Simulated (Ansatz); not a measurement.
Base system: AlRu in the CsCl type structure (space group Pm-3m, No. 221; relaxed with 0.1 eV smearing).

```xyz
2
Lattice="2.9832 0.0000 0.0000 0.0000 2.9832 0.0000 0.0000 0.0000 2.9832" Properties=species:S:1:pos:R:3 pbc="T T T"
Al     1.4916     1.4916     1.4916
Ru     0.0000     0.0000     0.0000
```

Cartesian axes are those of the cell as printed.

Calculations: plane-wave PAW DFT at the r2SCAN level (Ansatz, a quantum-chemistry and plane-wave program, 500 eV), no spin-orbit coupling.

It is then changed as follows: uniaxial strain ε_zz = −1.00 %, all other strain components held at zero; the atoms relax in the strained cell.

**Question.** Predict the stress tensor and what it implies for the stiffness.

**Answer.** Stress of the strained cell less that of the base (GPa, compression positive):
```
    1.6     0.0     0.0
    0.0     1.6     0.0
    0.0     0.0     3.6
```

Then −Δσ_ii/ε with ε = -0.0100 gives relaxed-ion elastic constants: C33 ≈ 360 GPa, C13 ≈ 161 GPa and C23 ≈ 161 GPa.

Stability against distortions was not tested. The final runs are not spin-polarised.
